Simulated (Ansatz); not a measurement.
A self-consistent single point of Al (Fm-3m, 1 atom in the cell) with Ansatz (a first-principles code).

Method of the run: PBEsol, default PAW files made with PBE (plane waves; Ansatz).

The change in words: lattice scaled by 0.98. Reference geometry:
```yaml
crystal:
  lattice:
    - [0.00000, 2.03107, 2.03107]
    - [2.03107, 0.00000, 2.03107]
    - [2.03107, 2.03107, 0.00000]
  atoms:
    - { symbol: Al, position: [0.00000, 0.00000, 0.00000] }
```

Reference input (self-consistent single point, DFT, PBEsol, plane waves, default PAW files made with PBE): basis.ecutwfc = 420 eV; kpoints.mp_grid.grid = 14 14 14; hamiltonian.xc = pbesol; hamiltonian.pseudopotentials = {kind: paw} (the program's default PAW files); scf.occupations.method = gaussian; scf.occupations.width = 0.1 eV. This run's input differs from it in these lines:

```diff
@@ -3,5 +3,5 @@
   lattice:
-    - [0.000000, 2.031075, 2.031075]
-    - [2.031075, 0.000000, 2.031075]
-    - [2.031075, 2.031075, 0.000000]
+    - [0.000000, 1.990453, 1.990453]
+    - [1.990453, 0.000000, 1.990453]
+    - [1.990453, 1.990453, 0.000000]
   atoms:
```

Output, abridged:

```
SCF iter   1: F=—  HF=-524.540029 eV  |F-HF|=—  |Δ(HF+E_count)|=         —  Δρ=7.69e-4  dr2=4.22e-5  ethr=1.77e-3  ⟨swp⟩=4.8  Hψ=5355  notcnv=0
all-band conjugate gradients solve this SCF's bands
preconditioner: auto → none
SCF iter   2: F=—  HF=-524.540050 eV  |F-HF|=—  |Δ(HF+E_count)|=   2.14e-5  Δρ=3.92e-4  dr2=1.11e-5  ethr=1.41e-6  ⟨swp⟩=1.8  Hψ=1551  notcnv=0
iter 3 did not close the SCF: its close was put off for the readings that it lacked (scf_convergence_deferred on its scf_iter line)
   [... lines left out ...]
SCF iter   4: F=-524.540057 eV  HF=-524.540057 eV  |F-HF|=2.88e-9  |Δ(HF+E_count)|=   2.39e-8  Δρ=8.14e-6  dr2=1.03e-8  ethr=2.66e-9  ⟨swp⟩=1.1  Hψ=588  notcnv=0
iter 5 did not close the SCF: its close was put off for the readings that it lacked (scf_convergence_deferred on its scf_iter line)
SCF iter   5: F=-524.540057 eV  HF=-524.540057 eV  |F-HF|=1.90e-11  |Δ(HF+E_count)|=   2.65e-9  Δρ=4.98e-7  dr2=3.83e-11  ethr=3.44e-10  ⟨swp⟩=1.0  Hψ=573  notcnv=0
SCF iter   6: F=-524.540057 eV  HF=-524.540057 eV  |F-HF|=3.52e-12  |Δ(HF+E_count)|=  1.39e-11  Δρ=2.51e-7  dr2=1.01e-11  ethr=1.28e-12  ⟨swp⟩=2.2  Hψ=2254  notcnv=0
SCF 1 converged in 6 iterations: F = -524.540057 eV  dr2 = 1.01e-11
Free energy (F): -524.540057 eV
Internal energy: -524.537698 eV  (E = F + TS)
E sigma→0 (E₀):  -524.538877 eV
Entropy (-TS):   -0.002358 eV (-2.358 meV/atom)
Fermi energy:    8.321416 eV
--- Forces (eV/Å), atoms counted from 1 ---
  atom   1  Al    -0.00000000    -0.00000000     0.00000000
--- Stress (GPa, compression-positive) ---
        1.960528       0.000000       0.000000
        0.000000       1.960528      -0.000000
       -0.000000       0.000000       1.960528
  P = ⅓ Tr σ = 1.9605 GPa (19.605 kbar)
  The stress holds the Pulay correction. Without it, at fixed plane waves, as pw.x and ABINIT print it: P = 1.8897 GPa
```

The run converged in 6 iterations. Against the reference run the free energy drops by 3.6 meV/atom and the pressure goes from -2.87 to 1.96 GPa. The full log also holds: “iter 3 did not close the SCF: its close was put off for the readings that it lacked (scf_convergence_deferred on its scf_iter line)”.

The starting cell has typed, rounded lattice constants, without a prior relaxation at this level. Its lattice was rescaled by up to half a per cent. For this run, on top of that: lattice scaled by 0.98. Ansatz's pressure includes its estimate of the finite-basis (Pulay) stress.

Keys are those of Ansatz 0.2.
